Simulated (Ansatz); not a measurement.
## Response to strain in MgSe

Consider MgSe in the rock salt structure (space group Fm-3m, No. 225; a = 5.472 Å). Axes: x, y, z lie along the cube axes.

Strains are applied to the cell and any free atomic positions relax; under biaxial strain the out-of-plane vector relaxes too.

Level of theory: Kohn–Sham DFT with the r2SCAN functional, run in Ansatz (a first-principles code) with PAW and 500 eV plane waves, no SOC.

Notes on the quantities. energy relative to the base: free energy F.

| change | volume per atom | band gap | energy relative to the base |
|---|---|---|---|
| base | 20.48 Å³ | 2.48 eV | 0 meV/atom |
| biaxial strain +0.50 %, plane normal [001], relaxed out of plane | 20.63 Å³ | 2.43 eV | +0.4 meV/atom |
| biaxial strain +1.00 %, plane normal [001], relaxed out of plane | 20.77 Å³ | 2.38 eV | +1.7 meV/atom |
| biaxial strain +1.50 %, plane normal [001], relaxed out of plane | 20.92 Å³ | 2.33 eV | +3.8 meV/atom |
| biaxial strain +2.00 %, plane normal [001], relaxed out of plane | 21.07 Å³ | 2.29 eV | +6.6 meV/atom |
| biaxial strain +2.50 %, plane normal [001], relaxed out of plane | 21.22 Å³ | 2.25 eV | +10 meV/atom |
| biaxial strain +3.00 %, plane normal [001], relaxed out of plane | 21.37 Å³ | 2.21 eV | +14 meV/atom |

Stability against distortions was not tested.
